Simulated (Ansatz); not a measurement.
Output of an Ansatz run (abridged):

```
WARN ansatz: RAYON_NUM_THREADS=1 ignored (pool sized by the plan → 1); use --threads N
Pseudopotentials: kind: paw
Pseudopotential: Y, paw, valence charge 11
Pseudopotential: Al, paw, valence charge 3
Pseudopotential: Si, paw, valence charge 4
Crystal: 6 atoms, lattice volume = 115.630 Å³
Basis set: ecut = 420 eV, 2249 PW (Γ)
Bands: 24, of which v1, the nominal top of the filled ones, is band 18 counted from 1 (17 counted from 0)
Symmetry: 2 space group operations
Space group: Cm (ITA 8), of the structure as read, at distance tolerance 4.9e-5 Å
k-points: 93 of 320 (time reversal used)
PAW frozen core: Y, regenerated for the run's functional, and the local potential with it
PAW frozen core: Al, regenerated for the run's functional, and the local potential with it
PAW frozen core: Si, regenerated for the run's functional, and the local potential with it
Initial density: superposition of atomic densities (neutral atoms: chi_scale 0, normalization atom), corrected by the library's trained network
Initial wavefunctions: pseudopotential atomic-orbital guess
Eigensolver: davidson
Functional: x = slater, c = lda
SCF iter   1: F=—  HF=-9738.337135 eV  |F-HF|=—  |Δ(HF+E_count)|=         —  Δρ=4.92e-3  dr2=1.54e-2  ethr=1.77e-3  ⟨swp⟩=6.2  Hψ=11624  notcnv=0
all-band conjugate gradients solve this SCF's bands
preconditioner: auto → Kerker (q_TF=auto, 2.246 Å⁻¹)
SCF iter   2: F=—  HF=-9738.334419 eV  |F-HF|=—  |Δ(HF+E_count)|=   2.72e-3  Δρ=2.78e-3  dr2=5.45e-3  ethr=4.29e-5  ⟨swp⟩=1.3  Hψ=3027  notcnv=0
SCF iter   3: F=—  HF=-9738.333199 eV  |F-HF|=—  |Δ(HF+E_count)|=   1.22e-3  Δρ=3.30e-4  dr2=1.34e-4  ethr=1.51e-5  ⟨swp⟩=2.2  Hψ=3924  notcnv=0
SCF iter   4: F=—  HF=-9738.333163 eV  |F-HF|=—  |Δ(HF+E_count)|=   3.59e-5  Δρ=6.47e-5  dr2=4.66e-6  ethr=3.72e-7  ⟨swp⟩=2.2  Hψ=2750  notcnv=0
SCF iter   5: F=—  HF=-9738.333161 eV  |F-HF|=—  |Δ(HF+E_count)|=   2.18e-6  Δρ=1.02e-5  dr2=1.25e-7  ethr=1.29e-8  ⟨swp⟩=2.4  Hψ=3301  notcnv=0
SCF iter   6: F=-9738.333161 eV  HF=-9738.333161 eV  |F-HF|=5.48e-9  |Δ(HF+E_count)|=   2.87e-8  Δρ=2.35e-6  dr2=9.26e-9  ethr=2.78e-10  ⟨swp⟩=5.2  Hψ=8620  notcnv=0
SCF 1 converged in 6 iterations: F = -9738.333161 eV  dr2 = 9.26e-9
SCF converged after 6 iterations
Free energy (F): -9738.333161 eV
Harris-Foulkes:  -9738.333161 eV  (|F-HF|=5.48e-9)
Internal energy: -9738.270199 eV  (E = F + TS)
E sigma→0 (E₀):  -9738.301680 eV
Entropy (-TS):   -0.062962 eV (-10.494 meV/atom)
Fermi energy:    9.954356 eV
--- Per-component energies (eV) ---
  E_band       = -155.123100
  E_kinetic    = 743.757381
  E_local      = -1275.376992  (includes V_loc(G=0)·N_el)
  E_nonlocal   = 183.040041
  E_hartree    = 437.729095
  E_xc         = -535.681907
  E_vxc        = -555.161095  (∫ρ·V_xc dr)
  E_paw        = -7307.544173  (= ΣΔE_a)
  E_vpaw       = -126.841686  (= ΣTr[D̂ρ^β])
  E_aug_tail   = 0.000006  (compensation charges beyond the density's cutoff)
  E_ewald      = -1985.132917
  E_core_change = 0.939266  (= ΣΔE_core)
  E_smearing   = -0.062962  (= −TS)
  E_closure    = -0.000000  (closes the sum)
  Σ components = -9738.333161   (vs F -9738.333161, Δ=0.00e0)
--- Forces (eV/Å), atoms counted from 1 ---
  atom   1  Y      0.00000000     0.03378714    -0.35030405
  atom   2  Y      0.00000000    -0.02645588     0.09907385
  atom   3  Al    -0.00000000    -0.03673126     0.03746222
  atom   4  Al     0.00000000     0.03507906     0.03849959
  atom   5  Si     0.00000000     0.07708543     0.15601575
  atom   6  Si    -0.00000000    -0.08276438     0.01925504
  max |Σ_I F_I| component: 2.40e-6 eV/Å
--- Stress (GPa, compression-positive) ---
       -2.146219      -0.000000       0.000000
       -0.000000      -3.551608      -0.142416
        0.000000      -0.142416      -2.463475
  P = ⅓ Tr σ = -2.7204 GPa (-27.204 kbar)
  The stress holds the Pulay correction. Without it, at fixed plane waves, as pw.x and ABINIT print it: P = -2.7524 GPa
--- Band table (eV; the first three rows and the last of 93) ---
  k-point 0: bands = ["-32.1306", "-32.0910", "-12.4018", "-12.2914", "-12.2897", "-12.1949", "-12.0702", "-12.0692", "-0.6515", "1.9555", "4.7883", "6.5451", "7.2151", "7.4856", "8.0890", "8.1530", "8.7147", "9.2547", "10.8031", "11.0798", [...]
  k-point 1: bands = ["-32.1269", "-32.0947", "-12.3929", "-12.3006", "-12.2702", "-12.1832", "-12.0937", "-12.0811", "-0.4712", "1.5586", "5.1145", "6.7329", "7.3125", "7.4741", "7.7722", "8.1435", "8.8361", "9.2307", "10.6529", "11.3118", [...]
  k-point 2: bands = ["-32.1175", "-32.1042", "-12.3658", "-12.3288", "-12.2194", "-12.1532", "-12.1507", "-12.1115", "0.0367", "0.7765", "5.7950", "6.5985", "7.2473", "7.6194", "7.7914", "8.1526", "8.6382", "9.3172", "10.8343", "11.0222", [...]
  k-point 92: bands = ["-32.1171", "-32.1041", "-12.3915", "-12.3510", "-12.2126", "-12.1547", "-12.1405", "-12.1121", "0.6008", "1.1993", "4.2394", "4.9829", "7.8946", "8.1583", "8.2507", "8.6491", "9.2283", "9.7013", "11.0612", "11.1057", [...]
```

The structure:

```xyz
6
Lattice="1.9802 -5.1435 0.0000 1.9802 5.1435 0.0000 0.0000 0.0000 5.6765" Properties=species:S:1:pos:R:3 pbc="T T T"
Y      1.9802     2.0039     1.4691
Y      1.9802    -2.0039     4.2574
Al     0.0000     0.0000     2.8383
Al     0.0000     0.0000     0.0000
Si     1.9802     1.0113     4.2574
Si     1.9802    -1.0113     1.4191
```

Q: Reconstruct the input of this run.

A: Other spellings and defaults could give the same log, and not every line can be read from it. The input that was run (DFT, LDA (PW92), plane waves, default PAW files made with PBE):

Ansatz 0.2 input:
```yaml
# YAlSi
crystal:
  lattice:
    - [1.980174, -5.143463, 0.000000]
    - [1.980174, 5.143463, 0.000000]
    - [0.000000, 0.000000, 5.676505]
  atoms:
    - { symbol: Y, position: [0.305200, 0.694800, 0.258808] }
    - { symbol: Y, position: [0.694800, 0.305200, 0.750000] }
    - { symbol: Al, position: [0.000000, 0.000000, 0.500000] }
    - { symbol: Al, position: [0.000000, 0.000000, 0.000000] }
    - { symbol: Si, position: [0.401690, 0.598310, 0.750000] }
    - { symbol: Si, position: [0.598310, 0.401690, 0.250000] }
basis:
  ecutwfc: 420.0 eV
kpoints:
  mp_grid: { grid: [8, 8, 5] }
hamiltonian:
  xc: lda
  pseudopotentials: { kind: paw }
scf:
  occupations: { method: fermi_dirac, width: 0.1 eV }
output:
  forces: true
  eigenvalues: true
  stress: true
```

The starting cell comes from a database of computed structures (which also holds hypothetical and non-ambient phases and stackings), without a prior relaxation at this level. Its lattice was rescaled by up to half a per cent. One atom was moved a little off its site on purpose. Ansatz's pressure includes its estimate of the finite-basis (Pulay) stress.

Ansatz is a quantum-chemistry and plane-wave program.
